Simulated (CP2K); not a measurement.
## Short convergence ladders for a (110) slab of FeAl (cut from a parent of space group no. 221; 6 atoms in the cell)

```yaml
crystal:
  lattice:
    - [2.91873, 0.00000, 0.00000]
    - [0.00000, 4.12771, 0.00000]
    - [0.00000, 0.00000, 18.12769]
  atoms:
    - { symbol: Al, position: [0.50000, 0.25000, 0.38615] }
    - { symbol: Fe, position: [0.00000, 0.75000, 0.38615] }
    - { symbol: Al, position: [0.50000, 0.75000, 0.50000] }
    - { symbol: Fe, position: [0.00000, 0.25000, 0.50000] }
    - { symbol: Al, position: [0.50000, 0.25000, 0.61385] }
    - { symbol: Fe, position: [0.00000, 0.75000, 0.61385] }
```

Base method: LDA (Pade form), GPW, TZVP-MOLOPT-SR-GTH basis, GTH-PADE potentials (GTH_POTENTIALS) (CP2K 2026.2).

Base settings: CUTOFF = 600 Ry; REL_CUTOFF = 40 Ry; SMEAR/METHOD = FERMI_DIRAC; ELECTRONIC_TEMPERATURE = 1160.45 K; KPOINTS/SCHEME = MONKHORST-PACK 5 4 1; GAMMA_CENTERED = T; XC_FUNCTIONAL = PADE; Al/BASIS_SET = TZVP-MOLOPT-SR-GTH; Al/POTENTIAL = GTH-PADE-q3; Fe/BASIS_SET = TZVP-MOLOPT-SR-GTH.

Core times come from one kind of shared machine, to one figure; runs under 30 s give none.

**The vacuum**

The mesh stays at the base's, so the ladder's end is converged at best in this setting alone.

Only quantities that move along the ladder and can be compared are tabulated; forces are left out, as grid noise moves with the cell.

```csv
vacuum between outermost atoms (Å),free energy less the last step's (meV/atom),core time / last (rough)
3.0,-204.07,0.5
4.0,-65.03,0.4
5.0,-13.21,0.5
6.0,-2.03,0.3
7.0,0.06,0.5
8.0,0.12,0.3
10.0,0.04,0.3
12.0,0.05,0.3
14.0,0.02,0.6
17.0,0.02,0.4
20.0,0.01,0.6
30.0,0.00,1
```

Smallest vacuum between outermost atoms (Å) that holds the free energy within 1 meV/atom of the last step, with all finer ones: 7.0; the step before is off by 2.0 meV/atom.

**The k-point mesh**

Moved along: GAMMA_CENTERED.

Only quantities that move along the ladder and can be compared are tabulated.

```csv
KPOINTS/SCHEME,free energy less the last step's (meV/atom),largest difference of a force vector from the last step's (eV/Å)
MONKHORST-PACK 2 2 1,113.63,0.166
MONKHORST-PACK 3 2 1,-25.37,0.048
MONKHORST-PACK 3 3 1,17.21,0.216
MONKHORST-PACK 4 3 1,2.76,0.096
MONKHORST-PACK 5 3 1,16.28,0.055
MONKHORST-PACK 5 4 1,3.57,0.027
MONKHORST-PACK 6 4 1,-4.74,0.042
MONKHORST-PACK 7 5 1,1.03,0.034
MONKHORST-PACK 8 6 1,1.10,0.018
MONKHORST-PACK 10 7 1,0.11,0.011
MONKHORST-PACK 13 9 1,0.09,0.002
MONKHORST-PACK 18 13 1,0.02,0.001
MONKHORST-PACK 21 15 1,0.00,0.000
```

Coarsest KPOINTS/SCHEME that holds the free energy within 2 meV/atom of the last step, with all finer ones: MONKHORST-PACK 7 5 1; the step before is off by 4.7 meV/atom.

Coarsest KPOINTS/SCHEME that holds the forces within 0.02 eV/Å of the last step, with all finer ones: MONKHORST-PACK 8 6 1; the step before is off by 0.034 eV/Å.

On the base run: the starting cell has typed, rounded lattice constants, without a prior relaxation at this level. The slab is cut from that crystal, and its faces are unrelaxed. Its lattice was rescaled by up to half a per cent. Spin polarisation is off. Values carry the incompleteness of an atom-centred basis. In the base run, forces exceed 1 eV/Å. Without a gap this mesh is coarse (it stands for a supercell whose shortest in-plane vector is 15 Å).

Left out of this page: 1 run of the series outside the window shown, repeating another row's setting, or not comparable.
